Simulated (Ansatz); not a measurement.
The reference is an 8-atom supercell of W in the bcc (W type) structure (space group Im-3m, No. 229; a = 3.1545 Å) at its relaxed geometry.

All numbers come from Ansatz (a quantum-chemistry and plane-wave program), PBEsol, PAW, cutoff 420 eV, no spin-orbit coupling, earlier PAW set.

One neutral defect a cell, atoms relaxed at fixed cell.

One change was made to it. Results:

The largest displacement of a host atom from its site in the perfect cell amounts to 0.06 Å; the pressure decreases by 2.3 GPa to -2.6 GPa.

**Question.** Which change produced these results?
(A) Ir on a W site
(B) W interstitial (started 1.66 Å from the nearest host atom)
(C) I on a W site
(D) Li interstitial (started 1.58 Å from the nearest host atom)

**Answer.** A, Ir on a W site. For comparison, the pressure in the other runs: W interstitial (started 1.66 Å from the nearest host atom) gives 81.1 GPa; I on a W site gives 11.2 GPa; Li interstitial (started 1.58 Å from the nearest host atom) gives 25.8 GPa.

The cell is small, so the values are those of an ordered compound at a high defect concentration; dilute-limit values will differ. The final runs are not spin-polarised.
